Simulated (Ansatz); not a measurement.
The parent structure is Mg$_{2}$Ge in the anti-fluorite structure (space group Fm-3m, No. 225).

```yaml
crystal:
  lattice:
    - [0.00000, 3.18222, 3.18222]
    - [3.18222, 0.00000, 3.18222]
    - [3.18222, 3.18222, 0.00000]
  atoms:
    - { symbol: Mg, position: [0.25000, 0.25000, 0.25000] }
    - { symbol: Mg, position: [0.75000, 0.75000, 0.75000] }
    - { symbol: Ge, position: [0.00000, 0.00000, 0.00000] }
```

Cartesian axes are those of the cell as printed.

Calculations: DFT with PBEsol, PAW potentials and a 420 eV plane-wave cutoff in Ansatz (a program for electronic structure), spin-orbit coupling left out.

For the base:

- Band gap = 0.08 eV
- Pressure = 0.0 GPa
- Shortest interatomic distance = 2.756 Å

Modification: a pure shear with ε_xy = ε_yx = 0.0143, atoms relaxed at fixed cell.

**Question.** What does the calculation give for the band gap after the change?

**Answer.** The band gap changes from 0.08 eV to zero.

**Question.** Estimate the effect on the energy relative to the base.

**Answer.** The energy goes up by 2.4 meV/atom.

**Question.** Estimate the effect on the pressure.

**Answer.** The pressure (mean of the normal stresses, compression positive) stays 0.0 GPa.

**Question.** Predict the new shortest interatomic distance.

**Answer.** The shortest interatomic distance falls by 0.021 Å, from 2.756 Å to 2.735 Å.

The cells carry an imposed strain or load. Whether these cells are dynamically stable was not tested. All final runs are without spin polarisation. A zero or small gap of Mg2Ge can be the functional's error rather than a property of the material.
